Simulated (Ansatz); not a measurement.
An Ansatz (a quantum-chemistry and plane-wave program) run: a single point on BAsO4 with a change (pressure 10 GPa), its geometry relaxed with PBEsol; plane-wave PAW DFT at the HSE06 level (Ansatz, 420 eV), spin-orbit coupling left out.

Input:

Ansatz 0.2 input:
```yaml
crystal:
  lattice:
    - [-2.0838007474, 2.0838007474, 3.4114324277]
    - [2.0838007474, -2.0838007474, 3.4114324277]
    - [2.0838007474, 2.0838007474, -3.4114324277]
  atoms:
    - { symbol: B, position: [0.25, 0.75, 0.5] }
    - { symbol: As, position: [0, 0, 0] }
    - { symbol: O, position: [0.1470068553, 0.061094949, 0.474997284] }
    - { symbol: O, position: [0.938905051, 0.413902335, 0.0859119063] }
    - { symbol: O, position: [0.586097665, 0.6720095713, 0.525002716] }
    - { symbol: O, position: [0.3279904287, 0.8529931447, 0.9140880937] }
basis: { ecutwfc: 420, ecutrho_ratio: 4, xc_grid: 2, fft_grid_basis: typed }
kpoints: { mp_grid: { grid: [8, 8, 8] } }
hamiltonian:
  xc: hse06
  dispersion: none
  pseudopotentials: { kind: paw }
scf: { occupations: { method: fermi_dirac, width: 0.01 } }
output: { eigenvalues: true, eigenstates: { kpoints: [[-0.343278, 0.343278, 0.343278], [0, 0, 0], [0, 0, 0.5], [0, 0.5, 0]] } }
```

Output (explanatory and most iteration lines left out):

```
Pseudopotential: B, paw, valence charge 3
Pseudopotential: As, paw, valence charge 15
Pseudopotential: O, paw, valence charge 6
Crystal: 6 atoms, lattice volume = 59.253 Å³
Basis set: ecut = 420 eV, 1175 PW (Γ), exchange–correlation on 64×64×64 points (8 copies of the dense FFT grid, shifted against one another)
Bands: 27, of which v1, the nominal top of the filled ones, is band 21 counted from 1 (20 counted from 0)
Symmetry: 4 space group operations
Space group: I-4 (ITA 82), of the structure as read, at distance tolerance 3.9e-5 Å
k-points: 78 of 512 (time reversal used)
Functional: x = pbe(κ = 0.804, μ = 0.2195149727645171), c = pbe(β = 0.06672455060314922), warm-up for x = pbe(κ = 0.804, μ = 0.2195149727645171) + 0.25 (exact …
SCF iter   1: F=—  HF=-7281.464527 eV  |F-HF|=—  |Δ(HF+E_count)|=         —  Δρ=2.14e-3  dr2=1.44e-3  ethr=1.77e-3  ⟨swp⟩=2.0  Hψ=14570  notcnv=0
SCF iter   2: F=-7281.465953 eV  HF=-7281.465545 eV  |F-HF|=4.08e-4  |Δ(HF+E_count)|=   1.02e-3  Δρ=9.95e-4  dr2=1.94e-4  ethr=3.43e-6  ⟨swp⟩=5.6  Hψ=6329  notcnv=0  defer=69
SCF 1 stopped early in 2 iterations: F = -7281.465953 eV  dr2 = 1.94e-4
Crystal: 6 atoms, lattice volume = 59.253 Å³
Functional: x = pbe(κ = 0.804, μ = 0.2195149727645171) + 0.25 (exact − pbe) at short range (hse, ω = 0.20786987370883472 Å⁻¹), c = pbe(β = 0.06672455060314922); HSE06 as pw.x's `hse` composes it (authors' and Libxc's form: `xc: wpbeh`)
SCF iter   1: F=—  HF=-7282.207079 eV  |F-HF|=—  |Δ(HF+E_count)|=         —  Δρ=1.02e-2  dr2=3.94e-2  ethr=4.62e-6  ⟨swp⟩=8.5  Hψ=9943  notcnv=0
SCF iter   2: F=—  HF=-7282.190694 eV  |F-HF|=—  |Δ(HF+E_count)|=   1.64e-2  Δρ=4.96e-3  dr2=5.84e-3  ethr=4.62e-6  ⟨swp⟩=4.5  Hψ=6943  notcnv=0  defer=1
SCF 2 stopped early in 6 iterations: F = -7282.205178 eV  dr2 = 1.49e-6
Crystal: 6 atoms, lattice volume = 59.253 Å³
SCF iter   1: F=—  HF=-7282.205586 eV  |F-HF|=—  |Δ(HF+E_count)|=         —  Δρ=7.31e-5  dr2=2.12e-6  ethr=2.30e-6  ⟨swp⟩=5.8  Hψ=4580  notcnv=0
SCF iter   2: F=—  HF=-7282.205587 eV  |F-HF|=—  |Δ(HF+E_count)|=   1.00e-6  Δρ=3.36e-5  dr2=4.59e-7  ethr=4.75e-9  ⟨swp⟩=4.0  Hψ=6514  notcnv=0
SCF 3 converged in 4 iterations: F = -7282.205588 eV  dr2 = 3.54e-8
Free energy (F): -7282.205588 eV
Internal energy: -7282.205588 eV  (E = F + TS)
E sigma→0 (E₀):  -7282.205588 eV
Fermi energy:    7.620173 eV
```

Single points use the geometry relaxed with PBEsol. The hybrid gap comes from the SCF mesh plus the semilocal run's edge points and a few special points and is an upper bound. Load acts through the strain it causes; cell and atoms are relaxed under it. Stability against distortions was not tested. No other phases were tried under pressure. The cell was made from BAsO4 (space group I-4, No. 82) by this change: pressure 10 GPa.
